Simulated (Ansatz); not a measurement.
# What x(Os) = 0.75, 8 atoms, C2/m does to PbSe

The reference is PbSe in the rock salt structure (space group Fm-3m, No. 225; a = 6.218 Å).

The other end (x = 1) is OsSe in the rock salt structure (space group Fm-3m, No. 225; a hypothetical phase, not in the database extracts checked): 17.25 Å³/atom, gap zero; this end may not be an ambient phase.

Perturbation: a fraction x = 0.75 of the Pb sites is given to Os, ordered in a cell of 8 atoms (starting symmetry C2/m) and fully relaxed.

Level of theory: Kohn–Sham DFT with the PBE functional, run in Ansatz (a first-principles code) with PAW and 420 eV plane waves, no spin-orbit coupling. Settings: 12×12×7 k-points, 0.05 eV Fermi–Dirac smearing, for the changed cell.

- Density = 12.20 g/cm³ (base 7.91 g/cm³)
- Shortest interatomic distance = 2.489 Å (base 3.109 Å)
- Band gap = zero (base 0.43 eV)
- Mixing energy = -0.27 eV/atom (to 0.01 eV only: unlike meshes or grids) (against an end that may be hypothetical)
- Deviation of the volume from the linear (Vegard-type) interpolation = -9.0 %
- Mean first-shell distances = Pb–Se 3.129 Å (end compound 3.109 Å), Os–Se 2.605 Å (end compound 2.584 Å)

These are small ordered cells, not random alloys; other orderings at the same x differ. With Pb present, leaving out spin-orbit coupling can change the band edges. No phonon test of stability was made. All final runs are without spin polarisation. Os3PbSe4 and OsSe have a high density of states at the Fermi level and may be magnetic at this level. Under x(Os) = 0.75, 8 atoms, C2/m the cell changed shape so far that it is another structure.
